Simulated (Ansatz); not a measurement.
Base system: Rh in the fcc (Cu type) structure (space group Fm-3m, No. 225; a = 3.802 Å; relaxed with 0.1 eV smearing). Axes: x, y, z lie along the cube axes.

Calculations: DFT with r2SCAN, PAW potentials and a 500 eV plane-wave cutoff in Ansatz (a program for electronic structure), scalar-relativistic without spin-orbit coupling, earlier PAW set.

Modification: a pure shear with ε_xz = ε_zx = 0.0197; the atoms relax in the strained cell.

Question: What happens to the energy relative to the base?

Answer: The energy increases by 13 meV/atom.

Question: What happens to the stress?

Answer: The stress (xx, yy, zz, yz, xz, xy; compression positive) comes out as (0.9, 0.0, 0.9, 0.0, -7.7, 0.0) GPa.

Stability against distortions was not tested. All final runs are without spin polarisation.
